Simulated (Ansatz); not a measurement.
Band structure of CdIn (P-6m2, 2 atoms in the cell).

```
CdIn
1.0
    3.21861     0.00000     0.00000
   -1.60931     2.78740     0.00000
    0.00000     0.00000     5.91615
Cd In
1 1
Direct
  0.00000   0.00000   0.50000
  0.66667   0.33333   0.00000
```

Method of the run: PBEsol, PAW files made with PBE (plane waves; Ansatz, a quantum-chemistry and plane-wave program).

Settings: basis.ecutwfc = 30.9 Ry; kpoints.mp_grid.grid = 8 8 4; hamiltonian.xc = pbesol; hamiltonian.pseudopotentials = {kind: paw} (the program's default PAW files); scf.occupations.method = fermi_dirac; scf.occupations.width = 0.0073 Ry; kpoints.band_path.npoints = 8.

The starting cell comes from a database of computed structures (which also holds hypothetical and non-ambient phases and stackings), without a prior relaxation at this level. Its lattice was rescaled by a random factor within 2.5 % of one.

Levels in eV from the Fermi level, bands 14 to 20:
| point | 14 | 15 | 16 | 17 | 18 | 19 | 20 |
|---|---|---|---|---|---|---|---|
| Γ | -8.34 | -8.34 | -4.05 | -3.01 | 8.72 | 10.43 | 10.43 |
| M | -8.08 | -3.68 | -2.99 | 0.75 | 1.14 | 1.74 | 3.69 |
| K | -8.46 | -2.39 | -1.36 | -0.86 | 2.67 | 2.92 | 2.95 |
| A | -8.34 | -8.24 | -6.62 | 2.28 | 2.54 | 10.67 | 10.67 |
| L | -8.08 | -3.13 | -2.49 | -1.48 | -0.74 | 5.82 | 6.36 |
| H | -8.43 | -1.91 | -0.78 | -0.25 | 0.38 | 0.43 | 1.38 |

Bands cross the Fermi level along this path, so the cell is metallic at this level.

Keys are those of Ansatz 0.2.
